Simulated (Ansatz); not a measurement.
Consider interstitial Mg in rutile-type MgF2, charge state +2. Method: PBE, PAW (plane waves to 420 eV; Ansatz, a quantum-chemistry and plane-wave program).

72-site cell at the relaxed PBE lattice, the Γ point alone, smearing 0.01 eV, spin-restricted, no finite-size correction. Energies are static. The charge state is imposed; whether it is stable for some Fermi level was not computed. Sites that were not tried may lie lower.

Barriers: single points on a 2×2×2 k-point mesh shifted by half a step at the bands' geometries.

A. several atoms move together, Mg the farthest; the atom moves 1.55 Å along (0.00, 0.00, 0.50) of the unit cell; the moving atom starts with neighbours 2 F at 1.89, 4 F at 2.01 Å and ends with 2 F at 1.89, 4 F at 2.01 Å; saddle order not checked, on a symmetry element.
B. several atoms move together, Mg the farthest; the atom moves 1.70 Å along (-0.29, 0.21, 0.00) of the unit cell; the moving atom starts with neighbours 2 F at 1.89, 4 F at 2.01 Å and ends with 2 F at 1.86, 2 F at 2.03, 2 F at 2.13 Å; saddle order not checked, on a symmetry element.

A band can be held on a symmetry element, so unchecked saddle points there may be too high.

Task: Rank these by forward barrier (lowest first), as PBE, PAW gives it.

Result: A (0.45 eV), B (1.10 eV)
